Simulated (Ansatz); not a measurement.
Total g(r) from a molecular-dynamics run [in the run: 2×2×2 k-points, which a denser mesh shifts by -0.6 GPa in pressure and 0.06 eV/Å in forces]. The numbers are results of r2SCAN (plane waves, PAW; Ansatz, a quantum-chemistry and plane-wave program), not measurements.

(r (Å), g(r)): (1.02, 0.00); (1.14, 0.00); (1.26, 0.00); (1.38, 0.00); (1.50, 0.00); (1.62, 0.00); (1.74, 0.00); (1.86, 0.00); (1.98, 0.00); (2.10, 0.00); (2.22, 0.00); (2.34, 0.00); (2.46, 0.00); (2.58, 0.36); (2.70, 4.73); (2.82, 7.24); (2.94, 2.88); (3.06, 0.37); (3.18, 0.01); (3.30, 0.00); (3.42, 0.00); (3.54, 0.00); (3.66, 0.01); (3.78, 0.39); (3.90, 1.45)

Which system gave this curve?
A) LiCl (rock salt), crystal, 298 K
B) MgO (rock salt), crystal, 2816 K
C) AlN (zinc blende; a metastable form), crystal, 1209 K
D) Al (fcc), crystal, 292 K, 3.9 GPa

D, Al (fcc), crystal, 292 K, 3.9 GPa
